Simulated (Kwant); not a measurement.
Model: Hückel tight-binding model, one pz orbital an atom, one spin, coherent transport at 0 K (Kwant). Conductance is in e²/h.

Model system: π system c1ccc2[nH]ccc2c1 between two chain leads. The π system is taken as planar. Atoms are numbered from 0 in the order of the SMILES. Site energies (eV, carbon 0): [0.0, 0.0, 0.0, 0.0, -4.5, 0.0, 0.0, 0.0, 0.0]. Bonds (i, j, β in eV): (0,1,-3) (1,2,-3) (2,3,-3) (3,4,-2.4) (4,5,-2.4) (5,6,-3) (6,7,-3) (7,8,-3) (8,0,-3) (7,3,-3). Leads: chains of hopping −4.5 eV, joined by −0.9 eV to atoms 0 and 8.

Site energies and bond integrals are typed Hückel values.

Sweep values stay those of the base run.

One input was changed, with this effect: transmission at E = 0 0.0047 → 0.010.

**Question.** Which change was it?
A) contacts moved from atoms [0, 8] to [5, 6]
B) contacts moved from atoms [0, 8] to [5, 8]
C) contacts moved from atoms [0, 8] to [2, 6]
D) contacts moved from atoms [0, 8] to [1, 8]
E) contacts moved from atoms [0, 8] to [1, 2]
F) contacts moved from atoms [0, 8] to [0, 1]

**Answer.** A, contacts moved from atoms [0, 8] to [5, 6]
